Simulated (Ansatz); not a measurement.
## TiAl3: pressure series

The reference is TiAl₃ (space group I4/mmm, No. 139; a = 3.846 Å, c = 8.619 Å).

Cell and atoms are relaxed at each pressure.

Calculations: PBE (Ansatz, a quantum-chemistry and plane-wave program), no spin-orbit coupling, earlier PAW set.

```tsv
P (GPa)	V (Å³/atom)
-2.01	16.252
-1.01	16.089
0.89	15.802
2.10	15.632
4.49	15.320
8.99	14.807
14.99	14.233
22.48	13.638
29.98	13.140
```

Task: Fit a third-order Birch–Murnaghan equation of state.

Result: Least squares on P(V) = (3B₀/2)[(V₀/V)^(7/3) − (V₀/V)^(5/3)]·[1 + (3/4)(B₀′ − 4)((V₀/V)^(2/3) − 1)] gives V₀ = 15.93 Å³/atom, B₀ = 106 GPa and B₀′ = 4.0.

Load acts through the strain it causes; cell and atoms are relaxed under it. Whether these cells are dynamically stable was not tested. No other phases were tried under pressure. All final runs are without spin polarisation.
